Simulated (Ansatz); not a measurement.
Take Rh in the fcc (Cu type) structure (space group Fm-3m, No. 225; relaxed with 0.1 eV smearing) as the base.

```
CELL_PARAMETERS angstrom
      0.00000     1.90082     1.90082
      1.90082     0.00000     1.90082
      1.90082     1.90082     0.00000
ATOMIC_POSITIONS crystal
  Rh 0.00000 0.00000 0.00000
```

Cartesian axes are those of the cell as printed.

Computed with r2SCAN (Ansatz, an electronic-structure program; PAW; 500 eV plane waves; no spin-orbit coupling), earlier PAW set.

Base values:

| Item | Result |
|---|---|
| Volume per atom | 13.74 Å³ |

The change: biaxial strain +3.58 %, plane normal [110], relaxed out of plane (Cartesian); in-plane vectors clamped, the third vector and the atoms free.

Task: Estimate the effect on the volume per atom and in-plane stress.

Result: The volume per atom goes up by 0.72 Å³ to 14.46 Å³; the mean in-plane stress (compression positive) is -17.5 GPa.

A biaxial case was relaxed in a doubled cell and then solved in the primitive one. No phonon test of stability was made. All final runs are without spin polarisation. Rh lies near a magnetic instability that expansion can trigger; it was not tested.
